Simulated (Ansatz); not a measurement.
**A computed series for CdS: pressure series**

Base system: CdS in the zinc blende structure (space group F-43m, No. 216).

```xyz
2
Lattice="0.0000 2.9633 2.9633 2.9633 0.0000 2.9633 2.9633 2.9633 0.0000" Properties=species:S:1:pos:R:3 pbc="T T T"
Cd     0.0000     0.0000     0.0000
S      1.4817     1.4817     1.4817
```

Cell and atoms are relaxed at each pressure.

Calculations: PBE (Ansatz, a program for electronic structure), scalar-relativistic without spin-orbit coupling.

```
pressure (GPa)  volume per atom (Å³/atom)
--------------  -------------------------
-2                                 27.114
-1                                 26.537
0                                  26.022
0.9                                     ?
2.1                                25.098
4.5                                24.225
9                                  22.936
15                                 21.643
22.5                               20.426
```

Q: Fit the third-order Birch–Murnaghan form P(V) = (3B₀/2)[(V₀/V)^(7/3) − (V₀/V)^(5/3)]·[1 + (3/4)(B₀′ − 4)((V₀/V)^(2/3) − 1)] (squares taken in P) to the rows shown and predict the withheld row.

A: Least squares on the printed values gives V₀ = 26.023 Å³/atom, B₀ = 53.5 GPa, B₀′ = 4.5; this predicts 25.604 Å³/atom, and the run gives 25.603 Å³/atom, in agreement.

Load acts through the strain it causes; cell and atoms are relaxed under it. Whether these cells are dynamically stable was not tested. Tetrahedral semiconductors of this kind turn to denser phases somewhere between about 1 and 50 GPa; those were not computed, so compressed cells here can lie past the real transition.
